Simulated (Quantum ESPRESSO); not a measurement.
**A worked fit of the pressure against the volume, with one run withheld: Zr (P6_3/mmc, 2 atoms in the cell)**

```
CELL_PARAMETERS angstrom
      3.28717     0.00000     0.00000
     -1.64359     2.84677     0.00000
      0.00000     0.00000     5.24877
ATOMIC_POSITIONS crystal
  Zr 0.33333 0.66667 0.25000
  Zr 0.66667 0.33333 0.75000
```

Computed with PBE, PseudoDojo standard norm-conserving (PBE) pseudopotentials (plane waves; Quantum ESPRESSO).

Base settings: ecutwfc = 70 Ry; occupations = smearing; smearing = cold; degauss = 0.0073499 Ry; potentials = {Zr: Zr.upf}; K_POINTS = automatic 9 9 5 0 0 0; conv_thr = 1e-11 Ry; mixing_beta = 0.4.

The starting cell comes from a database of computed structures (which also holds hypothetical and non-ambient phases and stackings), without a prior relaxation at this level. Its lattice was rescaled by a random factor within 2.5 % of one. In the cell shown, with a pressure of about -4 GPa the cell is away from its equilibrium volume at this level.

Murnaghan's equation with B′ set to 4 (a common value, assumed and not fitted) makes the pressure a straight line in x = (V₁/V)⁴, here with V₁ = 24.559 Å³/atom: P = a + b·x. The rows are the cell shown with its lattice scaled (for instance lattice scaled by 0.97, lattice scaled by 0.985, lattice scaled by 1.015, lattice scaled by 1.03); fractional positions and shape were held. Pulay stress at this cutoff, if any, shifts all pressures roughly alike and V₀ with them.

| volume (Å³/atom) | (V₁/V)⁴ | pressure (GPa) |
|---|---|---|
| 26.836 | 0.7014 | -10.24 |
| 25.680 | 0.8365 | ? |
| 24.559 | 1.0000 | -4.12 |
| 23.470 | 1.1989 | -0.17 |
| 22.414 | 1.4413 | 4.45 |

### Question
Fit the line to the 4 rows given and predict the withheld one.

### Answer
Means: x̄ = 1.0854, ȳ = -2.5200. Σ(x − x̄)(y − ȳ) = 5.848 and Σ(x − x̄)² = 0.2943, so b = 19.87 and a = ȳ − b·x̄ = -24.087; P = 0 at x₀ = −a/b = 1.2122, so V₀ = V₁·x₀^(−1/4) = 23.41 Å³/atom and B₀ = 4·b·x₀ = 96 GPa (for B′ = 4 and held positions). The largest residual of the fitted rows is 0.10. At x = 0.8365 the line gives -7.47 GPa. The run gave -7.47 GPa, a miss of 0.00 GPa. The rows were chosen because the form fits them, the withheld one included, so this shows the method and is no test of the form.

Left out of this page: 4 runs of the series outside the window shown, repeating another row's setting, or not comparable.
